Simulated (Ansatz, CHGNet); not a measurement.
For wurtzite BN (high-pressure phase), the machine-learned potential CHGNet 0.3.0 (trained on PBE and PBE+U data) gives:

| Quantity | Result |
|---|---|
| lattice parameter a | 2.556 Å |
| c axis length | 4.216 Å |

Question: What does HSE06 in Ansatz (plane waves, PAW) give for the same quantities?

Answer: 
- lattice constant a: 2.535 Å (shrinks by 0.8 %)
- lattice parameter c: 4.191 Å (shrinks by 0.6 %)

For comparison: lattice constant a 2.55 Å (measured, temperature not stated, no zero-point or thermal correction; as tabulated in Doll et al. (2008), arXiv:0810.5476); lattice parameter c 4.2 Å (measured, temperature not stated, not corrected to a static lattice; as tabulated in Doll et al. (2008), arXiv:0810.5476).

Changes are worked out from the printed values.

Unless a cell is named, each level is at its own relaxed cell (CHGNet 0.3.0 5.97, HSE06 5.83 Å³/atom).

Ansatz's density-functional and Hartree–Fock values are scalar-relativistic unless marked +SOC, with PAW data made under PBE.

Ansatz is an electronic-structure program.
